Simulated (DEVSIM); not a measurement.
Structure: Al0.3Ga0.7As/GaAs p-n heterojunction, at 350 K.

| layer (left to right) | material | thickness (μm) | Nd (cm⁻³) | Na (cm⁻³) | τn (s) | τp (s) |
|---|---|---|---|---|---|---|
| 1 | Al0.3Ga0.7As | 0.480 | - | 9.2e16 | 2.7e-8 | 2.7e-8 |
| 2 | GaAs | 3.80 | 4.3e16 | - | 2.7e-8 | 2.7e-8 |

Left contact: ohmic. Right contact: ohmic. Voltage is applied to the left contact. Recombination: SRH at mid-gap. Mobility is constant in doping.

This is a model device: material constants are rounded textbook-type values typed into the input, and sizes, dopings and lifetimes were drawn at random. Values at 300 K; Nc and Nv go as T^1.5, mobilities as T to minus their exponent, the gap by Varshni's rule with the affinity fixed.

```tsv
parameter	Al0.3Ga0.7As	GaAs
gap (eV)	1.7981	1.424
affinity (eV)	3.833	4.07
permittivity	12.05	12.9
Nc (cm⁻³)	6.96e17	4.7e17
Nv (cm⁻³)	9e18	9e18
μn (cm²/Vs)	3880	8500
μp (cm²/Vs)	197	400
T exponent of μn	2.1	2.1
T exponent of μp	2.2	2.2
Varshni α (eV/K)	0.000541	0.000541
Varshni β (K)	204	204
```

Model (solved in DEVSIM): 1D drift-diffusion, Boltzmann statistics, complete ionisation; no tunnelling, impact ionisation, image-force lowering or self-heating. Band offsets follow the typed affinities; no thermionic-emission limit at abrupt steps, no polarisation charge.

The thickness of layer 1 was swept, all else fixed.

```csv
thickness of layer 1 (μm),dark forward voltage at 100 A/cm² (V)
0.096,1.145
0.17,1.145
0.29,1.146
0.48,1.147
0.82,1.148
1.4,1.151
2.4,1.157
```

From the first row to the last the dark forward voltage at 100 A/cm² goes from 1.145 to 1.157.
